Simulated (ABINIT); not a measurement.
**Input and output of a self-consistent single point for Sc (Fm-3m, 1 atom in the cell) (ABINIT)**

Computed with PBEsol, PAW (JTH v2.0 PBE PAW, files made for PBE) (plane waves; ABINIT).

Input:

```
# Sc, JTH v2.0 PBE PAW
pp_dirpath "./"
pseudos "Sc.GGA_PBE-JTH.xml"
acell 6.0397964710 6.0397964710 6.0397964710
rprim
        -0.0000000000    0.7071067812    0.7071067812
         0.7071067812   -0.0000000000    0.7071067812
         0.7071067812    0.7071067812   -0.0000000000
natom 1
ntypat 1
znucl 21
typat 1
xred    0.0000000000    0.0000000000    0.0000000000
ecut 30
pawecutdg 60
pawxcdev 0
ixc -116133
occopt 7
tsmear 0.1 eV
nband 11
kptopt 1
ngkpt 9 9 9
nshiftk 1
shiftk 0 0 0
nstep 100
tolvrs 1.0e-10
prtwf 0
prtden 0
prtvol 1
```

Output, abridged:

```
 Symmetries : space group Fm -3 m (#225); Bravais cF (face-center cubic)

 -outvars: echo values of preprocessed input variables --------
            acell      6.0397964710E+00  6.0397964710E+00  6.0397964710E+00 Bohr
             ecut      3.00000000E+01 Hartree
              ixc     -116133
         kptrlatt        9    0    0      0    9    0      0    0    9
          kptrlen      5.43581682E+01
            natom           1
            nband          11
            ngfft          30      30      30
          ngfftdg          45      45      45
             nkpt          35
            nstep         100
             nsym          48
           ntypat           1
           occopt           7
        pawecutdg      6.00000000E+01 Hartree
         pawxcdev           0
            rprim     -0.0000000000E+00  7.0710678120E-01  7.0710678120E-01
                       7.0710678120E-01 -0.0000000000E+00  7.0710678120E-01
                       7.0710678120E-01  7.0710678120E-01 -0.0000000000E+00
          spgroup         225
           tolvrs      1.00000000E-10
           tsmear      3.67493254E-03 Hartree
            typat      1
           useylm           1
            znucl       21.00000

== DATASET  1 ==================================================================

 Real(R)+Recip(G) space primitive vectors, cartesian coordinates (Bohr,Bohr^-1):
 R(1)=  0.0000000  4.2707810  4.2707810  G(1)= -0.1170746  0.1170746  0.1170746
 R(2)=  4.2707810  0.0000000  4.2707810  G(2)=  0.1170746 -0.1170746  0.1170746
 R(3)=  4.2707810  4.2707810  0.0000000  G(3)=  0.1170746  0.1170746 -0.1170746
 Unit cell volume ucvol=  1.5579443E+02 bohr^3
 Angles (23,13,12)=  6.00000000E+01  6.00000000E+01  6.00000000E+01 degrees

 Coarse grid specifications (used for wave-functions):

 getcut: wavevector=  0.0000  0.0000  0.0000  ngfft=  30  30  30
         ecut(hartree)=     30.000   => boxcut(ratio)=   2.01676

 Fine grid specifications (used for densities):

 getcut: wavevector=  0.0000  0.0000  0.0000  ngfft=  45  45  45
         ecut(hartree)=     60.000   => boxcut(ratio)=   2.08925

   1.72540522E+02                                ecore*ucvol(ha*bohr**3)

_setup2: Arith. and geom. avg. npw (full set) are    1222.100    1222.071

--- !BeginCycle
solver: {iscf: 17, nstep: 100, nline: 4, wfoptalg: 10, }
tolerances: {tolvrs: 1.00E-10, }
...

     iter   Etot(hartree)      deltaE(h)  residm     nres2
 ETOT  1  -46.410809521964    -4.641E+01 2.698E+00 6.284E-01
 ETOT  2  -46.968037310325    -5.572E-01 5.903E-02 3.512E-01
 ETOT  3  -46.967810057697     2.273E-04 1.009E-02 7.012E-02
 ETOT  4  -46.967931774267    -1.217E-04 6.125E-03 2.497E-02
 ETOT  5  -46.967917086167     1.469E-05 2.403E-03 4.448E-04
 ETOT  6  -46.967918899973    -1.814E-06 5.680E-04 2.524E-05
 ETOT  7  -46.967918971624    -7.165E-08 5.725E-04 4.423E-06
 ETOT  8  -46.967918970000     1.624E-09 2.815E-04 3.001E-07
 ETOT  9  -46.967918970568    -5.676E-10 1.941E-04 1.220E-07
 ETOT 10  -46.967918970416     1.514E-10 1.522E-04 6.296E-09
 ETOT 11  -46.967918970423    -6.892E-12 1.661E-04 2.073E-09
 ETOT 12  -46.967918970420     2.899E-12 8.718E-05 6.287E-11

 At SCF step   12       nres2   =  6.29E-11 < tolvrs=  1.00E-10 =>converged.

 Cartesian components of stress tensor (hartree/bohr^3)
  sigma(1 1)= -3.90925879E-05  sigma(3 2)=  0.00000000E+00
  sigma(2 2)= -3.90925879E-05  sigma(3 1)=  0.00000000E+00
  sigma(3 3)= -3.90925879E-05  sigma(2 1)=  0.00000000E+00

 ----iterations are completed or convergence reached----

 reduced coordinates (array xred) for    1 atoms
       0.000000000000      0.000000000000      0.000000000000
 cartesian forces (eV/Angstrom) at end:
    1     -0.00000000000000    -0.00000000000000    -0.00000000000000
 frms,max,avg= 0.0000000E+00 0.0000000E+00   0.000E+00  0.000E+00  0.000E+00 e/A
 length scales=  6.039796471000  6.039796471000  6.039796471000 bohr
              =  3.196122636976  3.196122636976  3.196122636976 angstroms
 Fermi (or HOMO) energy (hartree) =   0.26155   Average Vxc (hartree)=  -0.36332
 Eigenvalues (hartree) for nkpt=  35  k points:
 kpt#   1, nband= 11, wtk=  0.00137, kpt=  0.0000  0.0000  0.0000 (reduced coord)
  -1.54240   -0.75064   -0.75064   -0.75064    0.06515    0.32166    0.32166    0.32166
   0.37708    0.37708    0.72810
      occupation numbers for kpt#   1
   2.00000    2.00000    2.00000    2.00000    2.00000    0.00000    0.00000    0.00000
   0.00000    0.00000    0.00000
 prteigrs : prtvol=0 or 1, do not print more k-points.

--- !EnergyTerms
comment             : Components of total free energy in Hartree
kinetic             :  6.62479084342399E+00
hartree             :  1.09119054723096E+01
xc                  : -3.18705098044665E+00
Ewald energy        : -3.24746402092176E+01
psp_core            :  1.10748842004002E+00
local_psp           : -3.80704422773319E+01
spherical_terms     :  8.12024086414610E+00
internal            : -4.69677078670764E+01
'-kT*entropy'       : -2.14237152867508E-04
total_energy        : -4.69679221042293E+01
total_energy_eV     : -1.27806215748476E+03
...

-Cartesian components of stress tensor (GPa)         [Pressure=  1.1501E+00 GPa]
- sigma(1 1)= -1.15014345E+00  sigma(3 2)=  0.00000000E+00
- sigma(2 2)= -1.15014345E+00  sigma(3 1)=  0.00000000E+00
- sigma(3 3)= -1.15014345E+00  sigma(2 1)=  0.00000000E+00

 Calculation completed.
```

The run converged in 12 iterations.

The starting cell comes from a database of published, mostly measured structures (it also holds non-ambient and calculated ones), without a prior relaxation at this level. The potentials were made for another functional than the one used.

Cost on one core of a shared machine: roughly 40 s.
